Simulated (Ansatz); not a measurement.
Take ZnGeP2 in the chalcopyrite structure (space group I-42d, No. 122; a = 5.3740 Å, c = 10.6255 Å) as the base. Axes: x, y, z lie along a, b, c of the conventional cell.

Calculations: plane-wave PAW DFT at the LDA level (Ansatz, a program for electronic structure, 420 eV), no spin-orbit coupling.

Base values:

The shortest interatomic distance is 2.317 Å and the band gap comes out as 1.00 eV.

It is then changed as follows: biaxial strain −3.00 %, plane normal [001], relaxed out of plane (Cartesian); in-plane vectors clamped, the third vector and the atoms free.

**Question.** What happens to the shortest interatomic distance, out-of-plane strain, band gap and energy relative to the base?

**Answer.** The shortest interatomic distance drops by 0.029 Å to 2.288 Å; the out-of-plane strain is +2.73 %; the band gap shrinks by 0.23 eV (1.00 eV → 0.77 eV); the energy rises by 17 meV/atom.

No phonon test of stability was made.
